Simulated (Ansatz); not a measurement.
Start from Ga2O3 in the corundum structure (space group R-3c, No. 167; a = 5.058 Å, c = 13.623 Å (hexagonal axes)). Axes: x lies along a and z along c of the hexagonal cell.

Level of theory: PBE (Ansatz, a program for electronic structure; PAW; 420 eV plane waves; no spin-orbit coupling).

Base values:

| Item | Value |
|---|---|
| Electron mass | 0.21 mₑ (at Γ) |

Perturbation: compressive biaxial strain of 2.25 % in the plane normal to [001], as in epitaxy on a mismatched substrate; the out-of-plane cell vector and the atoms relax.

Question: What happens to the electron mass?

Answer: The electron mass changes from 0.21 mₑ (at Γ) to 0.23 mₑ (at Γ).

Question: Estimate the effect on the out-of-plane strain.

Answer: The out-of-plane strain is +1.64 %.

The levels and masses belong to the bands next to the band gap. Masses are band curvatures over ±0.01 Å⁻¹ around the edge. No phonon test of stability was made.
